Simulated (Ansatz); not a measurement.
# Ru: stress against strain

Ru (hcp, P6_3/mmc, 13.499 Å³/atom at rest, c along z) under an equal strain ε in the (0001) plane with the normal axis free, as in a coherent film. r2SCAN in Ansatz, a plane-wave DFT program (PAW, default set), 500 eV, 24×24×14 Γ-centred mesh, Fermi-Dirac smearing 0.10 eV; ions are relaxed within the symmetry of each cell. Stress is positive for a compressed cell.

Here s stands for strain and y for stress xx.

| strain (%) | stress xx (GPa) |
|---|---|
| -3.00 | ? |
| -1.50 | 11.51 |
| -1.00 | 7.45 |
| -0.50 | 3.61 |
| 0.00 | 0.00 |
| 0.50 | -3.40 |
| 1.00 | -6.59 |
| 1.50 | -9.58 |

**Question.** Fit y against s with a straight line, and predict the withheld value at s = -3.00.

**Answer.** Means: s 0, y 0.429. About the means, the sum of products is -49.180 and the sum of squares of s is 7.0000; the slope is their ratio. Least squares gives y = 0.429 - 7.0257·s. Residuals (row less fit): 0.542, -0.005, -0.332, -0.429, -0.316, 0.007, 0.530; standard error 0.440 (degrees of freedom: 5). The slope gives the biaxial elastic modulus of this plane = 703 ± 17 GPa. At the withheld row, y = 0.429 - 7.0257 × (-3.0) = 21.506 GPa. The calculation gives 25.22 GPa, 3.714 GPa above the prediction (10.7 % of the range of y in the table). The row lies outside the fitted rows, so this is an extrapolation. From the scatter of the fitted rows alone, a prediction at this place has a standard error of 0.686 GPa, so the miss is 5.4 times that.

One order more, fitted to all 13 runs of the series, follows each within 0.10, so the miss is the next term of a smooth law. In a metal these values are sensitive to mesh and smearing; energies are taken to zero smearing, stresses follow the free energy. Rows are the converged runs of the series near zero and its far end; series whose fitted rows scatter by over a few per cent of the range, as at a crossing or softening among them, aren't shown in this form. Most that stay on the fit to the last digits aren't either.
